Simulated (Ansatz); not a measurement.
Consider this model of amorphous Si40P4O90.

```xyz
134
Lattice="13.0626 0.1507 0.3517 0.1507 13.0789 -0.5395 0.3517 -0.5395 12.5072" Properties=species:S:1:pos:R:3 pbc="T T T"
Si    11.0756    12.9368     0.6503
Si     7.3643    11.9071     6.9394
Si     1.4572    10.7800     1.9426
Si     6.9143     1.0629     9.3627
Si     5.6996     3.7497     3.4859
Si     6.9250    11.3562     9.7594
Si     1.1837    12.0586    11.8661
Si    10.3701    11.5692     3.0714
Si    10.1934    11.5744     5.9986
Si     9.9135     8.5534     2.9404
Si     6.0977     4.9101     0.6640
Si     2.9311     1.5441     8.2365
Si     5.3771     2.8725     7.4807
Si     7.6665     6.7167     2.5539
Si     1.8501     9.2826    10.5289
Si    10.3873     8.4164     6.0063
Si    12.8212    11.0610     7.3378
Si     8.7897     4.1907     3.7158
Si     9.8751     4.0961     6.5474
Si     1.3326     1.5937    10.7433
Si     4.6773     6.7115    12.2739
Si    12.9735     8.1248     2.6033
Si     5.4908     6.4688     4.6624
Si     5.4946     1.2385     4.7906
Si     7.8076    13.0380     2.2593
Si     9.9549     8.3278    10.9900
Si     9.2341     2.2065     1.4761
Si    12.4946     5.5855     7.7906
Si     8.9686     7.0983     8.5510
Si     8.4572    11.4415    -0.1971
Si    12.5519     8.5167     9.2279
Si     2.0331    10.7526     4.8682
Si     8.3856     2.8415    11.4273
Si    13.1751     4.6194    10.6556
Si     7.0230     5.5291     7.1728
Si    13.2130     0.7526     8.6367
Si     4.3805    12.4353     6.0881
Si    10.1328     5.4328    10.7786
Si     0.3077     7.0690     5.2223
Si     4.9339     9.2147    10.9223
P     10.9306     1.4300     6.6757
P      4.3317     9.7321     1.3797
P      1.5478     6.7507    12.0787
P      3.1489     8.2670     5.6358
O      9.8654     5.9003     9.2433
O      8.5937     5.7788     3.4950
O      8.0890     1.8560    10.1774
O      5.4593     4.1325     1.9257
O     11.4339    11.7942     7.0893
O      9.1599    12.6482     3.0548
O      9.7908    12.3623    -0.1517
O     10.1472     9.9056     6.4469
O     10.6310     1.3942     1.6186
O     11.7974     1.2647     8.0329
O      0.8625     3.1958    11.0226
O      8.6261     7.9484     2.1417
O      4.9241     2.3558     3.7476
O      7.4741     0.3626     8.0129
O      9.9262     2.5922     7.1716
O     12.3400     7.0566     8.5348
O      3.4292     9.1328    10.3385
O      3.0850    11.5101     5.8101
O      9.3416     9.3489    12.1044
O      8.4142     4.7317     6.8879
O      5.8628     4.4340     7.5073
O     13.2689     4.7127     9.0098
O     12.6500    12.3507    12.1144
O      1.0450     8.5117     9.3805
O      1.6136     0.4861    11.9755
O      0.2581     5.6324     6.0257
O      7.5136    10.9746     8.2940
O      9.6319     7.4508     7.1066
O      6.5464     0.2970     3.9499
O      0.6455    10.4771     5.6667
O      4.9468     5.7895    -0.1026
O      7.9312     1.3454     1.9619
O      9.9907     6.8140    11.6616
O      0.8419     5.8655    11.0294
O      9.3882     2.0585    12.4243
O      3.7394     8.7731     6.8806
O      1.4322     1.3752     7.5934
O      6.4659     6.4762     5.9596
O      5.0264     4.9349     4.3730
O     11.4972     8.6879    10.4839
O      9.9242     0.2750     6.5151
O      7.9940    11.2587    10.9631
O      0.4588     7.1806     3.5737
O      9.8236    10.1207     2.5743
O      5.1139    10.2338     2.5046
O      9.0594     4.2698    11.0586
O     11.4757    12.0523     1.9612
O      7.4205     6.5764     8.3741
O     12.4663     9.7354     8.1979
O      2.7131     1.7045     9.8674
O      9.3961     3.5576     2.3547
O      7.2466     5.9525     1.1655
O      5.8333    11.7357     6.3395
O      4.4255     8.1357     1.1501
O      6.3040     7.1019     3.3876
O      1.2496    11.9875     0.8449
O      1.7152    11.4295     3.4079
O     11.6159     4.7799    11.0546
O     11.9967     8.0144     5.9091
O     11.7879     1.7952     5.5311
O      3.0481     6.3769    12.0084
O      5.7708    10.2210    10.0189
O      3.7275     2.8141     7.5623
O      9.8666     4.0194     4.9144
O      4.2892     0.2794     5.2810
O      5.3304     7.6120    11.0796
O      0.6234    12.0736     7.7532
O      6.9726     3.2425    12.1421
O      7.5490    11.8297     1.1333
O      1.5525    10.8411    10.8147
O     11.3762     7.9821     2.3953
O      4.0523     7.2473     4.8317
O      9.7840     8.1496     4.5060
O      5.8538     2.2021     8.8947
O     11.1380     4.8851     7.2232
O      0.6225     7.0580     0.9888
O      1.3914     8.2765    11.8340
O     13.1562     1.1693    10.2206
O      5.9666     2.0783     6.1537
O     10.9811    11.4110     4.5331
O      6.2500    -0.1541    10.2747
O      7.2765     3.5726     3.9305
O      2.7719     9.3119     4.4921
O      4.6921    10.3606    -0.0425
O      8.9965     8.3211     9.6488
O      1.7393     7.5805     5.8671
O      2.7686     9.9245     1.4236
O      8.4929    11.5409     5.8675
O      0.3544     9.5442     2.0892
O      3.8557     0.2215     7.9668
```

Calculation: PBE, scalar-relativistic without spin-orbit coupling (plane waves to 420 eV, PAW; Ansatz, a program for electronic structure).

The cell was made by melting and quenching with the CHGNet potential and then relaxed with DFT. O atoms were pushed apart under 1.9 Å during the dynamics, to hinder bonds among them. The hot cell started wider than the set density and was brought back towards it in steps. It is the lowest in DFT energy of 4 quenches. It is a model cell: composition and starting density were chosen by hand, and all elements were melted together. No dispersion term was used. Its density started from a set value of 2.17 and ended at 2.09 g/cm³. The simulated quench (nominally 280 K/ps over its main leg) is rapid and tends to freeze in more defects than a deposited or slowly cooled glass has. One small periodic cell is one sample of the glass; other quenches scatter about these values. Volume and shape were free in the relaxation.

Cut-offs for bonds: Si-Si 2.60 Å, Si-P 2.55 Å, Si-O 1.92 Å, P-P 2.50 Å, P-O 2.08 Å, O-O 1.58 Å. Two cations that share two anions don't count as bonded, nor two that share one unless they lie closer than Si-Si 2.38 Å, Si-P 2.33 Å, P-P 2.29 Å.

Q: Give the coordination numbers, mean bond lengths and angles.

A: 
Mean coordination of Si by anions: 4.03 (39 with 4, 1 with 5)
Mean coordination of P by anions: 4.00 (4 with 4)
Mean coordination of O: 1.97 (3 with 1, 87 with 2)
Mean Si-O bond: 1.638 Å (spread 0.027 Å, 161 counted)
Mean P-O bond: 1.557 Å (spread 0.050 Å, 16 counted)
Bond angle at Si: mean 109.4°, spread 7.0°
Bond angle at P: mean 109.2°, spread 6.4°
Bond angle at O: mean 140.0°, spread 12.6°

Q: Which atoms depart from the most common coordination of their element?

A: Si9 has 5 (O49 1.67 Å, O124 1.67 Å, O132 1.71 Å, O52 1.73 Å, O85 1.78 Å); O80 has 1 (P44 1.47 Å); O89 has 1 (P42 1.46 Å); O104 has 1 (P41 1.48 Å).

Q: List the pairs of like atoms that count as bonded by the rules above.

A: There are none by these rules.
